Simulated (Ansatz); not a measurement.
System: interstitial F in orthorhombic CsPbCl3 (charge state -1). These are PBE, PAW (plane waves to 420 eV; Ansatz, a first-principles code) values and carry that method's errors.

80-site cell at the relaxed PBE lattice, the Γ point alone, smearing 0.01 eV, spin-restricted, no finite-size correction. Energies are static. Spin-orbit coupling is left out. The charge state is imposed; whether it is stable for some Fermi level was not computed. Sites that were not tried may lie lower.

Barriers: single points on a 2×2×2 k-point mesh shifted by half a step at the bands' geometries (they differ from the bands' own by up to 0.14 eV, and are uncertain by about as much).

Relaxed starting cell (atoms counted from 1):

```yaml
crystal:
  lattice:
    - [16.26184, 0.00000, 0.00000]
    - [0.00000, 11.37280, 0.00000]
    - [0.00000, 0.00000, 15.88720]
  atoms:
    - { symbol: Cs, position: [0.47722, 0.76002, 0.00874] }
    - { symbol: Cs, position: [0.48637, 0.76741, 0.51569] }
    - { symbol: Cs, position: [0.96598, 0.75610, 0.01750] }
    - { symbol: Cs, position: [0.99681, 0.72871, 0.47613] }
    - { symbol: Cs, position: [0.22474, 0.75375, 0.23293] }
    - { symbol: Cs, position: [0.22709, 0.76220, 0.74519] }
    - { symbol: Cs, position: [0.72239, 0.75985, 0.23879] }
    - { symbol: Cs, position: [0.71964, 0.71394, 0.75890] }
    - { symbol: Cs, position: [0.27473, 0.25051, 0.26106] }
    - { symbol: Cs, position: [0.25886, 0.24945, 0.75080] }
    - { symbol: Cs, position: [0.77371, 0.23014, 0.27867] }
    - { symbol: Cs, position: [0.78083, 0.25575, 0.74850] }
    - { symbol: Cs, position: [0.99932, 0.26043, 0.52661] }
    - { symbol: Cs, position: [0.02455, 0.24141, 0.96972] }
    - { symbol: Cs, position: [0.53744, 0.24315, 0.48308] }
    - { symbol: Cs, position: [0.51656, 0.25453, 0.00031] }
    - { symbol: Pb, position: [0.99899, 0.48748, 0.24066] }
    - { symbol: Pb, position: [0.00198, 0.51373, 0.75364] }
    - { symbol: Pb, position: [0.49988, 0.50325, 0.25264] }
    - { symbol: Pb, position: [0.49529, 0.49001, 0.74554] }
    - { symbol: Pb, position: [0.00398, 0.00609, 0.24704] }
    - { symbol: Pb, position: [0.97934, 0.98186, 0.72948] }
    - { symbol: Pb, position: [0.49994, 0.00003, 0.25359] }
    - { symbol: Pb, position: [0.50370, 0.00447, 0.75299] }
    - { symbol: Pb, position: [0.24813, 0.00170, 0.99313] }
    - { symbol: Pb, position: [0.24839, 0.00306, 0.49962] }
    - { symbol: Pb, position: [0.74667, 0.00888, 0.00066] }
    - { symbol: Pb, position: [0.79266, 0.99815, 0.54012] }
    - { symbol: Pb, position: [0.24945, 0.49847, 0.99998] }
    - { symbol: Pb, position: [0.25318, 0.50562, 0.49681] }
    - { symbol: Pb, position: [0.74564, 0.48984, 0.00664] }
    - { symbol: Pb, position: [0.75387, 0.50999, 0.49438] }
    - { symbol: Cl, position: [0.26760, 0.74022, 0.44717] }
    - { symbol: Cl, position: [0.26996, 0.75803, 0.95774] }
    - { symbol: Cl, position: [0.77315, 0.74336, 0.44559] }
    - { symbol: Cl, position: [0.74623, 0.76270, 0.97286] }
    - { symbol: Cl, position: [0.00536, 0.76063, 0.26037] }
    - { symbol: Cl, position: [0.02362, 0.76143, 0.81150] }
    - { symbol: Cl, position: [0.51206, 0.74485, 0.30301] }
    - { symbol: Cl, position: [0.50870, 0.76429, 0.79261] }
    - { symbol: Cl, position: [0.48491, 0.24796, 0.21322] }
    - { symbol: Cl, position: [0.47098, 0.26265, 0.68851] }
    - { symbol: Cl, position: [0.97401, 0.25927, 0.18298] }
    - { symbol: Cl, position: [0.01478, 0.26572, 0.74353] }
    - { symbol: Cl, position: [0.22885, 0.26048, 0.04889] }
    - { symbol: Cl, position: [0.21594, 0.23995, 0.53565] }
    - { symbol: Cl, position: [0.72458, 0.26134, 0.06671] }
    - { symbol: Cl, position: [0.74795, 0.24336, 0.51531] }
    - { symbol: Cl, position: [0.35845, 0.54116, 0.14441] }
    - { symbol: Cl, position: [0.35997, 0.55797, 0.64129] }
    - { symbol: Cl, position: [0.85353, 0.54580, 0.14526] }
    - { symbol: Cl, position: [0.86191, 0.50000, 0.63971] }
    - { symbol: Cl, position: [0.35506, 0.96352, 0.14098] }
    - { symbol: Cl, position: [0.36074, 0.96528, 0.64157] }
    - { symbol: Cl, position: [0.85456, 0.97378, 0.14668] }
    - { symbol: Cl, position: [0.87676, 0.82412, 0.64345] }
    - { symbol: Cl, position: [0.10091, 0.97087, 0.09999] }
    - { symbol: Cl, position: [0.10256, 0.94722, 0.59967] }
    - { symbol: Cl, position: [0.60439, 0.96801, 0.10679] }
    - { symbol: Cl, position: [0.62932, 0.96279, 0.62815] }
    - { symbol: Cl, position: [0.39499, 0.44849, 0.39636] }
    - { symbol: Cl, position: [0.38902, 0.44950, 0.88749] }
    - { symbol: Cl, position: [0.89762, 0.45643, 0.38985] }
    - { symbol: Cl, position: [0.88707, 0.46966, 0.89255] }
    - { symbol: Cl, position: [0.15346, 0.02136, 0.34554] }
    - { symbol: Cl, position: [0.14673, 0.03258, 0.85178] }
    - { symbol: Cl, position: [0.63550, 0.02393, 0.35716] }
    - { symbol: Cl, position: [0.63696, 0.06728, 0.86382] }
    - { symbol: Cl, position: [0.39287, 0.04489, 0.39894] }
    - { symbol: Cl, position: [0.39159, 0.05113, 0.89188] }
    - { symbol: Cl, position: [0.91036, 0.02796, 0.40702] }
    - { symbol: Cl, position: [0.88012, 0.03522, 0.88109] }
    - { symbol: Cl, position: [0.10540, 0.54533, 0.10021] }
    - { symbol: Cl, position: [0.11154, 0.54398, 0.60866] }
    - { symbol: Cl, position: [0.60180, 0.54639, 0.10442] }
    - { symbol: Cl, position: [0.61026, 0.53889, 0.60666] }
    - { symbol: Cl, position: [0.14337, 0.47408, 0.35389] }
    - { symbol: Cl, position: [0.14768, 0.47500, 0.85539] }
    - { symbol: Cl, position: [0.64586, 0.46088, 0.35219] }
    - { symbol: Cl, position: [0.63980, 0.44951, 0.85824] }
    - { symbol: F, position: [0.88067, 0.09338, 0.63416] }
```
Cell charge -1.

End state 1 differs by these moves (Å; atoms that move under 0.25 Å are left out):

```
atom  element     Δx     Δy     Δz
----  -------  -----  -----  -----
2          Cs   0.00  -0.37   0.03
4          Cs   0.00   0.53   0.00
8          Cs   0.00   0.88  -0.02
11         Cs  -0.01   0.51  -0.01
18         Pb  -0.32   0.09  -0.35
22         Pb   0.37   0.07   0.37
28         Pb  -0.63  -0.03  -0.73
32         Pb   0.66  -0.03   0.76
33         Cl   0.04   0.28  -0.05
36         Cl   0.01  -0.25  -0.04
40         Cl  -0.02  -0.29  -0.02
44         Cl   0.02  -0.35   0.01
46         Cl   0.00   0.29  -0.04
52         Cl   0.28   2.05   0.10
56         Cl  -0.24   2.06  -0.07
60         Cl  -0.31   0.04  -0.35
63         Cl   0.20   0.22   0.27
67         Cl   0.18   0.22  -0.09
71         Cl  -0.21   0.23  -0.28
74         Cl  -0.12   0.18  -0.13
76         Cl   0.33   0.03   0.36
79         Cl  -0.18   0.24   0.07
81          F   0.04   3.61   0.01
```

Give the forward and backward barriers to end state 1 at the level PBE, PAW.

forward 0.18 eV, backward 0.16 eV; at the saddle point atom 81 has neighbours Cl at 3.07; Cs at 3.03; Pb at 2.39, Pb at 2.52 Å. The saddle point's order was not checked.
